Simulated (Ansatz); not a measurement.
# Input and output of a self-consistent single point for HfNi (Cm, 4 atoms in the cell) (Ansatz)

Level of theory: PBEsol, default PAW files made with PBE (plane waves; Ansatz, a quantum-chemistry and plane-wave program).

This input was run:

Ansatz 0.2 input:
```yaml
crystal:
  lattice:
    - [1.592925, -4.892355, 0.000000]
    - [1.592925, 4.892355, 0.000000]
    - [0.000000, 0.000000, 4.014716]
  atoms:
    - { symbol: Hf, position_ang: [1.592925, -3.532378, 3.061036] }
    - { symbol: Hf, position_ang: [1.592925, 3.532378, 1.003679] }
    - { symbol: Ni, position_ang: [1.592925, -0.824362, 3.011037] }
    - { symbol: Ni, position_ang: [1.592925, 0.824362, 1.003679] }
basis:
  ecutwfc: 30.9 Ry
kpoints:
  mp_grid: { grid: [9, 9, 7] }
hamiltonian:
  xc: pbesol
  pseudopotentials: { kind: paw }
scf:
  occupations: { method: gaussian, width: 0.0073 Ry }
output:
  forces: true
  eigenvalues: true
  stress: true
```

Output, abridged:

```
WARN ansatz: RAYON_NUM_THREADS=1 ignored (pool sized by the plan → 1); use --threads N
Pseudopotentials: kind: paw
Pseudopotential: Hf, paw, valence charge 26
Pseudopotential: Ni, paw, valence charge 18
Crystal: 4 atoms, lattice volume = 62.575 Å³
Basis set: ecut = 420.4159175005146 eV, 1241 PW (Γ), exchange–correlation on 72×72×54 points (8 copies of the dense FFT grid, shifted against one another)
Bands: 53, of which v1, the nominal top of the filled ones, is band 44 counted from 1 (43 counted from 0)
Symmetry: 2 space group operations
Space group: Cm (ITA 8), of the structure as read, at distance tolerance 4.0e-5 Å
k-points: 160 of 567 (time reversal used)
PAW frozen core: Hf, regenerated for the run's functional, and the local potential with it
PAW frozen core: Ni, regenerated for the run's functional, and the local potential with it
Initial density: superposition of atomic densities (neutral atoms: chi_scale 0, normalization atom), corrected by the library's trained network
Initial wavefunctions: pseudopotential atomic-orbital guess
Eigensolver: davidson
Functional: x = pbesol(κ = 0.804, μ = 0.12345679012345678), c = pbesol(β = 0.046)
SCF iter   1: F=—  HF=-42808.088596 eV  |F-HF|=—  |Δ(HF+E_count)|=         —  Δρ=3.40e-2  dr2=5.13e-1  ethr=1.77e-3  ⟨swp⟩=5.4  Hψ=25276  notcnv=0  defer=34
all-band conjugate gradients solve this SCF's bands
preconditioner: auto → Kerker (q_TF=auto, 2.888 Å⁻¹)
SCF iter   2: F=—  HF=-42808.048426 eV  |F-HF|=—  |Δ(HF+E_count)|=   4.02e-2  Δρ=1.05e-2  dr2=6.07e-2  ethr=5.83e-4  ⟨swp⟩=2.0  Hψ=10820  notcnv=0  defer=275
SCF iter   3: F=—  HF=-42808.042449 eV  |F-HF|=—  |Δ(HF+E_count)|=   5.98e-3  Δρ=2.87e-3  dr2=6.01e-3  ethr=6.90e-5  ⟨swp⟩=1.1  Hψ=8166  notcnv=0  defer=275
SCF iter   4: F=—  HF=-42808.041729 eV  |F-HF|=—  |Δ(HF+E_count)|=   7.20e-4  Δρ=7.13e-4  dr2=5.18e-4  ethr=6.83e-6  ⟨swp⟩=2.0  Hψ=11276  notcnv=0  defer=275
SCF iter   5: F=—  HF=-42808.041513 eV  |F-HF|=—  |Δ(HF+E_count)|=   2.16e-4  Δρ=4.97e-4  dr2=1.68e-4  ethr=5.89e-7  ⟨swp⟩=2.0  Hψ=14615  notcnv=0  defer=275
SCF iter   6: F=—  HF=-42808.041466 eV  |F-HF|=—  |Δ(HF+E_count)|=   4.66e-5  Δρ=1.24e-4  dr2=1.65e-5  ethr=1.90e-7  ⟨swp⟩=2.0  Hψ=12555  notcnv=0  defer=275
SCF iter   7: F=—  HF=-42808.041466 eV  |F-HF|=—  |Δ(HF+E_count)|=   1.60e-7  Δρ=3.15e-5  dr2=1.04e-6  ethr=1.87e-8  ⟨swp⟩=2.1  Hψ=12492  notcnv=0  defer=275
SCF iter   8: F=—  HF=-42808.041466 eV  |F-HF|=—  |Δ(HF+E_count)|=   1.61e-7  Δρ=1.24e-5  dr2=1.15e-7  ethr=1.18e-9  ⟨swp⟩=2.2  Hψ=12784  notcnv=0  defer=275
SCF iter   9: F=-42808.041466 eV  HF=-42808.041466 eV  |F-HF|=4.17e-8  |Δ(HF+E_count)|=   8.02e-9  Δρ=4.65e-6  dr2=1.46e-8  ethr=1.14e-10  ⟨swp⟩=9.9  Hψ=38610  notcnv=0
SCF 1 converged in 9 iterations: F = -42808.041466 eV  dr2 = 1.46e-8
SCF converged after 9 iterations
Free energy (F): -42808.041466 eV
Harris-Foulkes:  -42808.041466 eV  (|F-HF|=4.17e-8)
Internal energy: -42808.028710 eV  (E = F + TS)
E sigma→0 (E₀):  -42808.035088 eV
Entropy (-TS):   -0.012756 eV (-3.189 meV/atom)
Fermi energy:    20.533228 eV
--- Per-component energies (eV) ---
  E_band       = -386.202568
  E_kinetic    = 1419.819690
  E_local      = -16779.491548  (includes V_loc(G=0)·N_el)
  E_nonlocal   = -1210.433574
  E_hartree    = 7571.119175
  E_xc         = -767.667839
  E_vxc        = -754.828012  (∫ρ·V_xc dr)
  E_paw        = -16801.228849  (= ΣΔE_a)
  E_vpaw       = 1796.497580  (= ΣTr[D̂ρ^β])
  E_aug_tail   = 0.000934  (compensation charges beyond the density's cutoff)
  E_ewald      = -16243.043460
  E_core_change = 2.896761  (= ΣΔE_core)
  E_smearing   = -0.012756  (= −TS)
  E_closure    = -0.000000  (closes the sum)
  Σ components = -42808.041466   (vs F -42808.041466, Δ=0.00e0)
--- Forces (eV/Å), atoms counted from 1 ---
  atom   1  Hf     0.00000000     0.13689165    -0.39911807
  atom   2  Hf     0.00000000    -0.13039082     0.11332390
  atom   3  Ni     0.00000000     0.04325923     0.04550992
  atom   4  Ni     0.00000000    -0.04977057     0.24028622
  max |Σ_I F_I| component: 1.05e-5 eV/Å
--- Stress (GPa, compression-positive) ---
        1.599101       0.000000       0.000000
        0.000000      -0.136022       0.103899
        0.000000       0.103899       1.199077
  P = ⅓ Tr σ = 0.8874 GPa (8.874 kbar)
  The stress holds the Pulay correction. Without it, at fixed plane waves, as pw.x and ABINIT print it: P = 0.8287 GPa
--- Band table (eV; the first three rows and the last of 160) ---
  k-point 0: bands = ["-82.7381", "-82.7307", "-43.3423", "-43.3012", "-43.2577", "-43.2495", "-43.2414", "-43.2327", "-41.2173", "-41.1890", "-10.0502", "-10.0163", "-9.8046", "-9.7431", "-9.7203", "-9.6881", "8.8074", "8.8127", "8.8165", "8.8207", [...]
  k-point 1: bands = ["-82.7378", "-82.7310", "-43.3417", "-43.3051", "-43.2552", "-43.2492", "-43.2417", "-43.2330", "-41.2151", "-41.1896", "-10.0347", "-10.0164", "-9.8241", "-9.7408", "-9.7347", "-9.6912", "8.8068", "8.8076", "8.8190", "8.8216", [...]
  k-point 2: bands = ["-82.7371", "-82.7317", "-43.3396", "-43.3140", "-43.2500", "-43.2484", "-43.2424", "-43.2341", "-41.2094", "-41.1916", "-10.0123", "-9.9934", "-9.8705", "-9.7755", "-9.7343", "-9.6996", "8.8020", "8.8045", "8.8195", "8.8242", [...]
  k-point 159: bands = ["-82.7378", "-82.7310", "-43.3418", "-43.3054", "-43.2551", "-43.2492", "-43.2416", "-43.2347", "-41.2050", "-41.1971", "-10.0100", "-9.9673", "-9.8407", "-9.8118", "-9.7564", "-9.6746", "8.8017", "8.8082", "8.8188", [...]
```

The run converged in 9 iterations.

The starting cell comes from a database of computed structures (which also holds hypothetical and non-ambient phases and stackings), without a prior relaxation at this level. Its lattice was rescaled by up to half a per cent. One atom was moved a little off its site on purpose. Spin-orbit coupling is off. Spin polarisation is off. Ansatz's pressure includes its estimate of the finite-basis (Pulay) stress.

Cost on one core of a shared machine: roughly 60 s.
